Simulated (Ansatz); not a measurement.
We consider HfO2 (Pca2₁, No. 29, 12 atoms in the cell; start mp-685097; a measured phase of this formula has another space group), described by r²SCAN (Ansatz, an electronic-structure program, plane waves, PAW).

Numerical settings: plane-wave cutoff 560 eV, 8×8×8 k mesh, Fermi–Dirac smearing 0.01 eV, scalar-relativistic PAW data made under PBE.

Cell (relaxed with PBEsol):

```xyz
12
Lattice="5.2280 0.0000 0.0000 0.0000 5.0174 0.0000 0.0000 0.0000 5.0417" Properties=species:S:1:pos:R:3 pbc="T T T"
Hf     0.1719     1.3424     1.2212
Hf     5.0561     3.6750     3.7421
Hf     2.4421     1.3424     3.7421
Hf     2.7859     3.6750     1.2212
O      1.9233     0.3594     1.9161
O      3.3047     4.6580     4.4369
O      0.6907     0.3594     4.4369
O      4.5374     4.6580     1.9161
O      3.8371     2.3067     2.4741
O      1.3909     2.7107     4.9949
O      4.0049     2.3067     4.9949
O      1.2231     2.7107     2.4741
```

Question: Estimate the band gap, smallest direct gap on the k points sampled and Γ–Γ gap that the calculation returns.

Answer: 
- band gap = 4.97 eV
- smallest direct gap on the k points sampled = 5.18 eV
- Γ–Γ gap = 5.48 eV

Note: cell and atoms aren't relaxed at this level (largest force component 0.05 eV/Å, pressure 2.2 GPa).

Spin–orbit coupling is not included.

Computed values are for the static lattice.

A start named mp-… is a Materials Project structure, which need not be a measured phase.
